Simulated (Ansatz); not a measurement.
# Mg on the Si site (Mg_Si) (4H silicon carbide host)

These are PBE, PAW (plane waves to 420 eV; Ansatz, a quantum-chemistry and plane-wave program) values and carry that method's errors. The supercell holds 96 host sites (3×2×1 repeats of the unit cell), with a 2×2×2 shifted k-point sampling for the final energies. Site at the start: the Si(k) site. Finite-size correction: monopole term and site-potential alignment. Dielectric constants: PBE linear response of the host. Host gap at this level: 2.23 eV. Finite-size and sampling errors can reach tenths of an eV here. PBE underestimates the host's gap, which shifts levels and can delocalise carriers. Spin–orbit coupling is left out. Each state is the lowest found from its start.

Formation energies E_f are given with the Fermi level at the valence-band maximum. Chemical conditions: C-rich (Δμ(Si) = -0.41 eV, Δμ(Mg) = -0.034 eV, bounded by antifluorite Mg2Si; only phases computed here count, gases as isolated molecules at 0 K); Si-rich (Δμ(Si) = 0.00 eV, Δμ(Mg) = -0.24 eV, bounded by antifluorite Mg2Si; only phases computed here count, gases as isolated molecules at 0 K). Reference phases: Mg: hcp Mg, Si: silicon.

```tsv
charge	moment (μB)	largest move off a lattice site (Å)	image correction with alignment (eV)	E_f, C-rich (eV)	E_f, Si-rich (eV)	above the lowest spin state (eV)
+1†	1.0	0.24	0.10	–	–	0.00
0	0 in all, 0.19 on one atom	0.24	0.00	4.01	4.62	0.00
0	not spin-polarised	0.24	0.00	4.04	4.65	0.03
−1	1.0	0.23	0.20	4.31	4.92	0.00
−2	not spin-polarised	0.21	0.73	5.22	5.83	0.00
```

† Not settled in this cell, so no level is given: charge +1: level within 0.1 eV of a band edge or past it.

Starting moments that weren't kept: charge 0 began with 2 μB and ended with 0.0.

No other site or start that was run ended lower by more than 0.1 eV.

Transition levels above the valence-band maximum: ε(0/−1) = 0.30 eV; ε(−1/−2) = 0.91 eV. On the lower envelope of the bound states, inside the gap: (0/−1) at 0.30 eV; (−1/−2) at 0.91 eV.

Flagged in the runs: a host whose relaxation on this sampling wasn't shown to rest.
